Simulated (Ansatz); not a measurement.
# A computed series for Ru: response to strain

The parent structure is Ru in the hcp (Mg type) structure (space group P6_3/mmc, No. 194; relaxed with 0.1 eV smearing).

```
Ru
1.0
    2.67558     0.00000     0.00000
   -1.33779     2.31712     0.00000
    0.00000     0.00000     4.22371
Ru
2
Direct
  0.66667   0.33333   0.75000
  0.33333   0.66667   0.25000
```

Cartesian axes are those of the cell as printed.

Strains are applied to the cell and any free atomic positions relax.

The values are results of DFT with LDA, PAW potentials and a 420 eV plane-wave cutoff in Ansatz (a program for electronic structure), no SOC, not measurements.

Notes on the quantities. energy relative to the base: free energy F; pressure: mean of the normal stresses, compression positive.

```tsv
variant	energy relative to the base	shortest interatomic distance	pressure
base	0 meV/atom	2.617 Å	0.0 GPa
uniaxial strain ε_xx = −3.00 %	+26 meV/atom	2.595 Å	12.1 GPa
uniaxial strain ε_xx = −2.50 %	+18 meV/atom	2.603 Å	9.9 GPa
uniaxial strain ε_xx = −2.00 %	+11 meV/atom	2.605 Å	7.7 GPa
uniaxial strain ε_xx = −1.50 %	+6.3 meV/atom	2.608 Å	5.7 GPa
uniaxial strain ε_xx = −1.00 %	…	…	…
uniaxial strain ε_xx = +1.50 %	+5.8 meV/atom	2.620 Å	-5.1 GPa
uniaxial strain ε_xx = +2.00 %	+10 meV/atom	2.621 Å	-6.6 GPa
uniaxial strain ε_xx = +2.50 %	+16 meV/atom	2.622 Å	-8.2 GPa
uniaxial strain ε_xx = +3.00 %	+22 meV/atom	2.623 Å	-9.6 GPa
```

Problem. Complete the table.

Solution. 
- uniaxial strain ε_xx = −1.00 %, energy relative to the base: +2.8 meV/atom
- uniaxial strain ε_xx = −1.00 %, shortest interatomic distance: 2.611 Å
- uniaxial strain ε_xx = −1.00 %, pressure: 3.7 GPa

Whether these cells are dynamically stable was not tested. The final runs are not spin-polarised.
